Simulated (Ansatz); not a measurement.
For rutile IrO2, revPBE (Ansatz, an electronic-structure program, PAW) gives:

| Property | Value |
|---|---|
| equilibrium lattice constant a | 4.556 Å |
| c axis length | 3.188 Å |
| bulk modulus B0 | 248 GPa |
| cohesive energy | 4.81 eV/atom |

Question: What does PBE-D3(BJ) in Ansatz (plane waves, PAW) give for the same quantities?

Answer: 
- lattice constant a: 4.503 Å (falls by 1.2 %)
- lattice parameter c: 3.172 Å (drops by 0.5 %)
- bulk modulus: 273 GPa (grows by 10 %)
- cohesive energy: 5.57 eV/atom (rises by 0.76 eV/atom)

For comparison: lattice constant a 4.505 Å (measured, room temperature, not corrected to a static lattice; as tabulated in Hiroi (2015), arXiv:1503.02262); lattice parameter c 3.159 Å (measured, room temperature, no zero-point or thermal correction; as tabulated in Hiroi (2015), arXiv:1503.02262).

Changes are worked out from the printed values.

Unless a cell is named, each level is at its own relaxed cell (revPBE 11.03, PBE-D3(BJ) 10.72 Å³/atom).

Levels without +SOC leave out spin–orbit coupling, which shifts energies and cells of such heavy elements.

The crystal itself was run without spin with revPBE, PBE-D3(BJ); a magnetic state was not tried in these runs.

Ansatz's density-functional and Hartree–Fock values are scalar-relativistic unless marked +SOC, with PAW data made under PBE.
